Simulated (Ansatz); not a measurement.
Bi2Te3 on Bi2Te3 (facing atoms over hollows or bridges), space group P-3m1.

```xyz
10
Lattice="4.3560 0.0000 0.0000 -2.1780 3.7724 0.0000 0.0000 0.0000 35.9000" Properties=species:S:1:pos:R:3 pbc="T T T"
Te     0.0000     2.5149     9.0760
Bi     2.1780     1.2575    10.8116
Te     0.0000     0.0000    12.8571
Bi     0.0000     2.5149    14.8962
Te     2.1780     1.2575    16.6432
Te     0.0000     0.0000    19.2568
Bi     0.0000     2.5149    21.0038
Te     2.1780     1.2575    23.0429
Bi     0.0000     0.0000    25.0883
Te     0.0000     2.5149    26.8240
```

Computed with PBE+D3(BJ) (plane waves to 420 eV, PAW; Ansatz, an electronic-structure program). Spin–orbit coupling is left out; with elements this heavy it can move edges by tenths of an eV. Its k-point mesh 9×9×1, Fermi–Dirac width 0.01 eV. A dipole correction is on.

List the levels next to the gap at Γ of this cell's own (folded) zone, from the top of the valence band (the table ends after a fixed count of bands, which can cut a degenerate set).


```
band  E − E_v (eV)
----  ------------
v4          -0.791
v3          -0.662
v2          -0.662
v1           0.000
c1           0.607
c2           0.906
c3           1.035
c4           1.035
```
